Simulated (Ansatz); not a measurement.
## AgCl: strain along the normal

AgCl (rock salt, Fm-3m, 20.207 Å³/atom at rest) under an equal strain ε in the (001) plane with the normal axis free, as in a coherent film. PBEsol in Ansatz, a plane-wave DFT program (PAW, default set), 420 eV, 10×10×10 Γ-centred mesh, Fermi-Dirac smearing 0.05 eV; ions are relaxed within the symmetry of each cell.

Here s stands for strain and y for normal strain.

```
strain (%)  normal strain (%)
----------  -----------------
-1.50                    1.90
-1.00                    1.24
-0.50                    0.61
0.00                     0.00
0.50                    -0.59
1.00                    -1.16
1.50                    -1.71
3.00                        ?
```

Q: Using a straight line, estimate the missing y at s = 3.00 from the other rows, showing the fit.

A: Means: s 0, y 0.041. About the means, the sum of products is -8.4150 and the sum of squares of s is 7.0000; the slope is their ratio. Least squares gives y = 0.041 - 1.2021·s. Residuals (row less fit): 0.056, -0.003, -0.032, -0.041, -0.030, 0.001, 0.052; standard error 0.043 (degrees of freedom: 5). The slope, -1.20 ± 0.02, is the elastic response of the normal axis, −2C12/C11 for this plane. At the withheld row, y = 0.041 - 1.2021 × 3.0 = -3.565%. The calculation gives -3.22%, 0.345% above the prediction (6.7 % of the range of y in the table). The row lies outside the fitted rows, so this is an extrapolation. From the scatter of the fitted rows alone, a prediction at this place has a standard error of 0.068%, so the miss is 5.1 times that.

One order more, fitted to all 13 runs of the series, follows each within 0.01, so the miss is the next term of a smooth law. Rows are the converged runs of the series near zero and its far end; series whose fitted rows scatter by over a few per cent of the range, as at a crossing or softening among them, aren't shown in this form. Most that stay on the fit to the last digits aren't either.
